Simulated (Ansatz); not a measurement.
# Be2C under a change: pressure −2 GPa

Take Be2C (space group Fm-3m, No. 225; a = 4.3106 Å) as the base.

Now apply this change: hydrostatic tension (pressure −2 GPa).

Method: PBEsol (Ansatz, a first-principles code, PAW, scalar-relativistic without spin-orbit coupling). k-mesh 13×13×13 (Γ-centred); smearing 0.05 eV (Fermi–Dirac).

```csv
quantity,base,changed,shift
volume per atom,6.67 Å³,6.74 Å³,+0.07 Å³
density,2.49 g/cm³,2.47 g/cm³,-0.02 g/cm³
lattice parameter a,8.146 bohr,8.173 bohr,+0.027 bohr
shortest interatomic distance,3.527 bohr,3.539 bohr,+0.012 bohr
enthalpy H = E + PV relative to the base's energy,–,-0.08 eV/atom,–
band gap,1.08 eV,1.07 eV,-0.003 eV
gap character,"indirect, Γ → X","indirect, Γ → X",–
smallest direct gap,4.12 eV,4.10 eV,-0.02 eV
width of the top valence band,5.96 eV,5.93 eV,-0.037 eV
electron mass,"0.70 mₑ along k, 0.23 mₑ across (at X)","0.70 mₑ along k, 0.23 mₑ across (at X)",–
```

Final structure:

```
CELL_PARAMETERS angstrom
      0.00000     2.16239     2.16239
      2.16239     0.00000     2.16239
      2.16239     2.16239     0.00000
ATOMIC_POSITIONS crystal
  Be 0.25000 0.25000 0.25000
  Be 0.75000 0.75000 0.75000
  C  0.00000 0.00000 0.00000
```

Load acts through the strain it causes; cell and atoms are relaxed under it. Effective masses come from finite differences of ±0.01 Å⁻¹. Along k means along the line from Γ to the band edge. Stability against distortions was not tested.
